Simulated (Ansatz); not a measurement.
Where the default PAW files enter, the runs use the earlier of Ansatz's two default sets.

Given:

```xyz
4
Lattice="4.1688 0.0000 0.0000 0.0000 6.7796 0.0000 2.0844 0.0000 3.6103" Properties=species:S:1:pos:R:3 pbc="T T T"
Cd     4.1688     3.3883     2.4069
Cd     2.0844     6.7781     1.2034
S      4.1688     0.8354     2.4069
S      2.0844     4.2252     1.2034
```

Space group of this cell: P6_3mc, wurtzite. The cell is taken as given; by LDA its mean pressure is -3.9 GPa.

Transport runs along the normal of the first two printed cell vectors, the (100) plane of the conventional cell.

No gap correction and no spin-orbit coupling; mid-gap values are interpolated between computed energies.

Question: State the band gap and the smallest decay constant κ at mid-gap according to LDA (Ansatz, a quantum-chemistry and plane-wave program).

Answer: Gap 0.88 eV on a 8×6×8 mesh; κ = 0.076 1/Å, at the zone centre.
